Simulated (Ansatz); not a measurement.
## Migration barriers: interstitial O in monoclinic ZrO2 strained by -1.5 % along x and y, z held, charge state -2

System: interstitial O in monoclinic ZrO2 strained by -1.5 % along x and y, z held (charge state -2). Calculation: PBE, PAW (plane waves to 420 eV; Ansatz, a first-principles code).

Settings: 96 host sites, the strained lattice (strain from the relaxed PBE one, atoms relaxed), the Γ point alone, smearing 0.01 eV, spin-restricted, no image-charge correction. Static, classical nuclei. The charge state is imposed; whether it is stable for some Fermi level was not computed. Sites that were not tried may lie lower.

Barriers: single points on a 2×2×2 k-point mesh shifted by half a step at the bands' geometries.

| Route | Start site over the lowest site run (eV) | Hop (Å) | Forward barrier (eV) | Backward barrier (eV) | Neighbours at the start | Neighbours at the saddle | Saddle order | Forward, on the band's own sampling (eV) |
|---|---|---|---|---|---|---|---|---|
| several atoms move together, O the farthest | 0.00 | 1.08 | 0.19 | 0.19 | O at 2.39, O at 2.41, O at 2.54, O at 2.64, O at 2.65, O at 2.66; Zr at 2.10, 2 Zr at 2.17, Zr at 2.63 Å | O at 2.37, O at 2.44, 2 O at 2.64, O at 2.66, O at 2.68; Zr at 2.12, Zr at 2.13, Zr at 2.18 Å | not checked | 0.19 |
| several atoms move together, O the farthest | 0.00 | 1.53 | 0.58 | 0.58 | O at 2.39, O at 2.41, O at 2.54, O at 2.64, O at 2.65, O at 2.66; Zr at 2.10, 2 Zr at 2.17, Zr at 2.63 Å | O at 2.42, O at 2.43, O at 2.51, O at 2.56, O at 2.58; Zr at 2.06, Zr at 2.13, Zr at 2.58 Å | not checked | 0.57 |

Paths come from CI-NEB runs. Of the routes that converged and passed our checks, the lowest saddle point lies 0.19 eV above the lowest of the sites run (several atoms move together, O the farthest); other sites, such as split forms, and other routes may lie lower. 

The whole set of runs took about 1.2 core-hours (a rough figure).
